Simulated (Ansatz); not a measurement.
Consider the following.

End structure of a constructed model of the (111) surface of germanium (in the relaxation 1 Ge–Sb bonds broke), (√3x√3)R30° Sb adatom at T4 (bottom of the slab: 3 H on 3 bottom sites):

```
CELL_PARAMETERS angstrom
      6.10940     3.52727     0.00000
     -6.10940     3.52727     0.00000
      0.00000     0.00000    30.50000
ATOMIC_POSITIONS crystal
  Ge 0.00000 0.00000 0.31809
  Ge 0.33333 0.66667 0.31809
  Ge 0.66667 0.33333 0.31809
  Ge 0.00000 0.66667 0.34535
  Ge 0.33333 0.33333 0.34535
  Ge 0.66667 0.00000 0.34535
  Ge 0.00000 0.67005 0.42661
  Ge 0.32995 0.32995 0.42661
  Ge 0.67005 0.00000 0.42661
  Ge 0.00000 0.34005 0.45402
  Ge 0.34005 0.00000 0.45402
  Ge 0.65995 0.65995 0.45402
  Ge 0.00000 0.34424 0.53587
  Ge 0.34424 0.00000 0.53587
  Ge 0.65576 0.65576 0.53587
  Ge 0.00000 0.00000 0.55057
  Ge 0.33333 0.66667 0.56887
  Ge 0.66667 0.33333 0.56887
  Ge 0.00000 0.00000 0.62835
  Ge 0.33333 0.66667 0.65434
  Ge 0.66667 0.33333 0.65434
  Ge 0.00000 0.70843 0.67363
  Ge 0.29157 0.29157 0.67363
  Ge 0.70843 0.00000 0.67363
  H  0.00000 0.00000 0.26696
  H  0.33333 0.66667 0.26700
  H  0.66667 0.33333 0.26700
  Sb 0.00000 0.00000 0.73633
```

Model: 28-atom slab, 14.2 Å thick at the start with caps and adatoms, 5x5x1 mesh, Fermi-Dirac 0.025 eV, dipole correction, single point; on the structure that PBE left under its start's symmetry; no spin (no spin-polarised run to compare, though such a face may carry moments), no spin-orbit, no U. The slab shows no gap over 0.04 eV on its mesh. In PBE it is, or lies within 0.01 eV a 1x1 cell of, the lowest of the 2 structures of its composition computed so far; subsurface sites and larger cells were not tried.

Q: What is the computed work function of the top face (r2SCAN, at the PBE geometry (Ansatz, a first-principles code))?

A: 4.37 eV
